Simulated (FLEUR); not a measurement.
FLEUR run on HfB2 (P6/mmm, 3 atoms in the cell): self-consistent single point.

Method: PBE, all-electron FLAPW (FLEUR), scalar-relativistic valence.

The change in words: lattice scaled by 0.98. Reference geometry:
```
HfB2
1.0
    3.17967     0.00000     0.00000
   -1.58984     2.75367     0.00000
    0.00000     0.00000     3.53140
Hf B
1 2
Direct
  0.00000   0.00000   0.00000
  0.33333   0.66667   0.50000
  0.66667   0.33333   0.50000
```

Reference input (self-consistent single point, DFT, PBE, all-electron FLAPW (FLEUR), scalar-relativistic valence): Kmax = 3.8 1/bohr; GmaxXC = 15.2 1/bohr; xcFunctional = pbe; jspins = 1; l_soc = F; mode = hist; fermiSmearingEnergy = 0.00367493 Htr; mesh (inpgen div1-3) = 8 8 6; inpgen gamma flag = true; Gmax = 15.2 1/bohr; numbands = 0; maxIterBroyd = 40. This run's input differs from it in these lines:

```diff
@@ -3,6 +3,6 @@
 &input film=f /
-1.0000000000 -0.0000000002 0.0000000000
--0.4999999998 0.8660254039 0.0000000000
-0.0000000000 0.0000000000 1.1106177676
-6.0087054714
+1.0000000000 -0.0000000440 0.0000000000
+-0.4999999619 0.8660254258 0.0000000000
+0.0000000000 0.0000000000 1.1106177864
+5.8885311944
 1.0 1.0 1.0
@@ -44,5 +44,5 @@
          <bravaisMatrix>
-            <row-1>    6.0087054713999999    -0.0000000012017411     0.0000000000000000</row-1>
-            <row-2>   -3.0043527344982586     5.2036915827853250     0.0000000000000000</row-2>
-            <row-3>    0.0000000000000000     0.0000000000000000     6.6733750568121737</row-3>
+            <row-1>    5.8885311943999996    -0.0000002590953726     0.0000000000000000</row-1>
+            <row-2>   -2.9442653728469614     5.0996177349668423     0.0000000000000000</row-2>
+            <row-3>    0.0000000000000000     0.0000000000000000     6.5399074802718751</row-3>
          </bravaisMatrix>
```

Log, with long lists cut:

```
 Iteration:     1   Distance:      17.11063917 me/bohr^3
 Iteration:     2   Distance:      15.01127853 me/bohr^3
 Iteration:     3   Distance:       7.64884254 me/bohr^3
 Iteration:     4   Distance:       4.37085660 me/bohr^3
 Iteration:     5   Distance:       3.41131933 me/bohr^3
   [... 6 lines left out ...]
 Iteration:    12   Distance:       0.00146573 me/bohr^3
 Iteration:    13   Distance:       0.00002985 me/bohr^3
 Iteration:    14   Distance:       0.00002697 me/bohr^3
 Iteration:    15   Distance:       0.00000243 me/bohr^3
 Run finished successfully
 Stop message:
   Structural relaxation: Done

[file out, last iteration]
             iter=     16
[...]
          total density-effective poten   -2.6181552681E+04
          total charge density-energy d   -3.1823160028E+02
 Updated energy parameters for spin:           1
[...]
 fermi energy and band-weighting factors:
    0.841147

[...]
FERMIE:
          first approx. to ef    (T=0)  :   0.522375 htr   (energy of the highest occ. eigenvalue)
          number of occ. states  (T=0)  :        639
          first approx. to seigv (T=0)  :  -2.889585 htr
          sum of weights of occ. states :  16.023438
          sum of semicore charge        :   0.000000 e
FERHIS:  Fermi-Energy by histogram:
          bandgap                     :   0.003068 htr
   [... lines left out ...]
          charge neutrality (T=0)     :   0.046875    (zero if the highest occ. eigenvalue is "entirely" occupied)
     EF_NEWTON:  Adjust Fermi-Energy by Newton-Method.
 Direct bandgap for spin            1 :    4.4275218475705147E-002  Htr
 ---->    free energy=                    -15147.6436513429 htr
   [... lines left out ...]
      extrapolation for T->0
 ---->    total electron energy=          -15147.6434908786 htr
 ***** TOTAL FORCES ON ATOMS *****
 TOTAL FORCE FOR ATOM TYPE=  1  X=  0.000   Y=  0.000   Z=  0.000
                       FX_TOT= 0.000000 FY_TOT= 0.000000 FZ_TOT= 0.000000
 TOTAL FORCE FOR ATOM TYPE=  2  X=  2.944   Y= -1.700   Z=  3.270
                       FX_TOT= 0.000000 FY_TOT= 0.000000 FZ_TOT= 0.000000
 Structural relaxation: Done
```

The run converged in 15 iterations. FLEUR gives forces in its relaxation mode, with a further iteration, so its stop message speaks of a relaxation. Against the reference run the free energy drops by 2.0 meV/atom.

The starting cell comes from a database of computed structures (which also holds hypothetical and non-ambient phases and stackings), without a prior relaxation at this level. Its lattice was rescaled by a random factor within 2.5 % of one. For this run, on top of that: lattice scaled by 0.98. Spin-orbit coupling is off. Values depend on the basis (sphere radii, cutoffs, local orbitals), which need not be converged. The log's line on a gap gives a spacing of levels on this mesh, which the program prints for metals too.
